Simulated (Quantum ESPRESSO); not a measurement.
Quantum ESPRESSO is run on YMg6B (Amm2, 8 atoms in the cell), and the run fails. The aim is a self-consistent single point with DFT, LDA (PZ), plane waves, GBRV 1.5 ultrasoft (LDA) pseudopotentials.

Cell that was meant: a = 4.5802 Å, b = 7.1683 Å, c = 7.1683 Å, α = 46.76°, β = 90.00°, γ = 90.00°.

Part of the input:

```fortran
&control
 calculation = 'SCF-run',
 outdir = './tmp',
 pseudo_dir = './',
 tprnfor = .true.,
```

Output (repeated stretches shortened):

```
     This program is part of the open-source Quantum ESPRESSO suite
     for quantum simulation of materials; please cite

 %%%%%%%%%%%%%%%%%%%%%%%%%%%%%%%%%%%%%%%%%%%%%%%%%%%%%%%%%%%%%%%%%%%%%%%%%%%%%%
     Error in routine  control_checkin (1):
      calculation "SCF-run" not allowed
 %%%%%%%%%%%%%%%%%%%%%%%%%%%%%%%%%%%%%%%%%%%%%%%%%%%%%%%%%%%%%%%%%%%%%%%%%%%%%%

     stopping ...
```

Question: From the messages shown, name the fault and mend the input.

Answer: The fault is a value that the program does not know. The key takes a closed list of words, and names differ between codes. To fix it, use one of the words that the key accepts. The program stopped before any SCF iteration.

The sound input it was made from differs as follows (other fixes are possible):
```diff
- calculation = 'SCF-run',
+ calculation = 'scf',
```

With that input, the run converged in 14 iterations: free energy E − TS -11557.1528 eV; Fermi level (on the code's own zero) 6.31 eV; pressure -2.76 GPa; largest force (vector length) 0.127 eV/Å (DFT, LDA (PZ), plane waves, GBRV 1.5 ultrasoft (LDA) pseudopotentials).

On the sound input: the starting cell comes from a database of computed structures (which also holds hypothetical and non-ambient phases and stackings), without a prior relaxation at this level.
